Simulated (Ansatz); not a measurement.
```
BaMgF4
1.0
    2.04544    -7.28471     0.00000
    2.04544     7.28471     0.00000
    0.00000     0.00000     5.82277
Ba Mg F
2 2 8
Direct
  0.65068   0.34932   0.14628
  0.34932   0.65068   0.64628
  0.91556   0.08444   0.18984
  0.08444   0.91556   0.68984
  0.42092   0.57908   0.20374
  0.57908   0.42092   0.70374
  0.80278   0.19722   0.38121
  0.19722   0.80278   0.88121
  0.02845   0.97155   0.00858
  0.97155   0.02845   0.50858
  0.16362   0.83638   0.41982
  0.83638   0.16362   0.91982
```

The cell is a database entry relaxed within its symmetry; it need not be the phase found at ambient conditions.

Question: Give the diagonal Born effective charges atom by atom and the electronic dielectric tensor from linear response, DFT at the PBEsol level (Ansatz, a first-principles code).

Answer: 
| atom | Z*xx | Z*yy | Z*zz |
|---|---|---|---|
| Ba1 | 2.89 | 2.41 | 2.65 |
| Ba2 | 2.89 | 2.41 | 2.65 |
| Mg3 | 1.99 | 1.98 | 2.08 |
| Mg4 | 1.99 | 1.98 | 2.08 |
| F5 | -1.30 | -0.94 | -1.15 |
| F6 | -1.30 | -0.94 | -1.15 |
| F7 | -1.22 | -1.23 | -1.20 |
| F8 | -1.22 | -1.23 | -1.20 |
| F9 | -1.05 | -1.24 | -1.07 |
| F10 | -1.05 | -1.24 | -1.07 |
| F11 | -1.31 | -0.98 | -1.31 |
| F12 | -1.31 | -0.98 | -1.31 |

ε∞ diagonal: 2.39, 2.29, 2.36.
